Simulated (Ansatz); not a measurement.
**The (11-22) surface of hcp Zr in its 1x1 cell, outermost plane spacing 1.37 Å in the ideal cut**

Method: r2SCAN, at the PBE geometry (plane waves to 500 eV, PAW; Ansatz, a first-principles code).

Slab: 16 atoms, 9.6 Å thick at the start (thin: gaps and levels are the slab's own); k 7x6x1, smearing 0.1 eV, dipole-corrected; single point; on the structure that PBE left under its start's symmetry; no spin, no spin-orbit, no U.

```json
{
 "surface energy (mean of both faces)": "1.88 J/m²",
 "work_function_of_the_top_face": "3.56 eV",
 "cost": "about 6 core-minutes (a rough figure)"
}
```
